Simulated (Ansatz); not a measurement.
Consider Ru in the hcp (Mg type) structure (space group P6_3/mmc, No. 194; a = 2.692 Å, c = 4.246 Å).

Levels (all Ansatz, a program for electronic structure, PAW): PBEsol (420 eV, scalar-relativistic without spin-orbit coupling); r2SCAN (500 eV, no spin-orbit coupling).

The geometry is relaxed with PBEsol.

- PBEsol pressure: 0.0 GPa

What does r2SCAN give at this geometry for the pressure?

The pressure goes from zero to 4.4 GPa.

Single points use the geometry relaxed with PBEsol. Their cutoffs differ, which shifts pressures a little. Whether these cells are dynamically stable was not tested. The final runs are not spin-polarised.
